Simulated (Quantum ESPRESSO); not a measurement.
A self-consistent single point of Sb (Pm-3m, 1 atom in the cell) with Quantum ESPRESSO.

Level of theory: PBEsol, GBRV 1.5 ultrasoft (PBESOL) pseudopotentials (plane waves; Quantum ESPRESSO 7.5).

The change in words: lattice scaled by 0.98. Reference geometry:
```
Sb
1.0
    3.15148     0.00000     0.00000
    0.00000     3.15148     0.00000
    0.00000     0.00000     3.15148
Sb
1
Direct
  0.00000   0.00000   0.00000
```

Reference input (self-consistent single point, DFT, PBEsol, plane waves, GBRV 1.5 ultrasoft (PBESOL) pseudopotentials): ecutwfc = 40 Ry; ecutrho = 200 Ry; occupations = smearing; smearing = gauss; degauss = 0.019992 Ry; potentials = {Sb: sb_pbesol_v1.4.uspp.F.UPF}; K_POINTS = automatic 14 14 14 0 0 0; conv_thr = 1e-10 Ry; mixing_beta = 0.4. This run's input differs from it in these lines:

```diff
@@ -9,3 +9,3 @@
  ibrav = 1
- A = 3.1514820000
+ A = 3.0884520000
  nat = 1
```

Log, with long lists cut:

```
     Self-consistent Calculation

     iteration #  1     ecut=    40.00 Ry     beta= 0.40

     total energy              =    -184.49222906 Ry
     estimated scf accuracy    <       1.02920887 Ry

     iteration #  2     ecut=    40.00 Ry     beta= 0.40

     total energy              =    -184.58589759 Ry
     estimated scf accuracy    <       0.06626895 Ry

     iteration #  3     ecut=    40.00 Ry     beta= 0.40

     total energy              =    -184.59901642 Ry
     estimated scf accuracy    <       0.00190964 Ry

   [... 4 blocks of this kind left out ...]

     iteration #  8     ecut=    40.00 Ry     beta= 0.40

     total energy              =    -184.59917537 Ry
     estimated scf accuracy    <          1.4E-09 Ry

     iteration #  9     ecut=    40.00 Ry     beta= 0.40
     End of self-consistent calculation

     Number of k-points >= 100: set verbosity='high' to print the bands.

     the Fermi energy is    10.1098 ev

!    total energy              =    -184.59917537 Ry
     estimated scf accuracy    <          1.6E-11 Ry
     smearing contrib. (-TS)   =      -0.00145164 Ry
     internal energy E=F+TS    =    -184.59772373 Ry

     convergence has been achieved in   9 iterations

     Forces acting on atoms (cartesian axes, Ry/au):

     atom    1 type  1   force =     0.00000000    0.00000000    0.00000000

     Total force =     0.000000     Total SCF correction =     0.000000

          total   stress  (Ry/bohr**3)                   (kbar)     P=      -14.48
  -0.00009844   0.00000000   0.00000000          -14.48        0.00        0.00
   0.00000000  -0.00009844   0.00000000            0.00      -14.48        0.00
   0.00000000   0.00000000  -0.00009844            0.00        0.00      -14.48

   JOB DONE.
```

The run converged in 9 iterations. Against the reference run the free energy goes down by 34.3 meV/atom and the pressure goes from -4.39 to -1.45 GPa.

The starting cell comes from a database of computed structures (which also holds hypothetical and non-ambient phases and stackings), without a prior relaxation at this level. Its lattice was rescaled by a random factor within 2.5 % of one. For this run, on top of that: lattice scaled by 0.98.
